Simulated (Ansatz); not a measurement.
Take InAs in the zinc blende structure (space group F-43m, No. 216; a = 6.1093 Å) as the base. Axes: x, y, z lie along the cube axes.

The values are results of r2SCAN (Ansatz, a program for electronic structure; PAW; 500 eV plane waves; no spin-orbit coupling), not measurements.

Before the change:

- Band gap: 0.08 eV
- Pressure: 0.0 GPa

One thing is altered: strain tensor (xx, yy, zz, yz, xz, xy) = (+0.91, +0.31, +1.45, +0.25, −0.94, −0.23) %, atoms relaxed at fixed cell.

Problem. Estimate the effect on the band gap and pressure.

Solution. The band gap becomes zero (base: 0.08 eV); the pressure (mean of the normal stresses, compression positive) goes from zero to -1.4 GPa.

Whether these cells are dynamically stable was not tested. All final runs are without spin polarisation. A zero or small gap of InAs can be the functional's error rather than a property of the material.
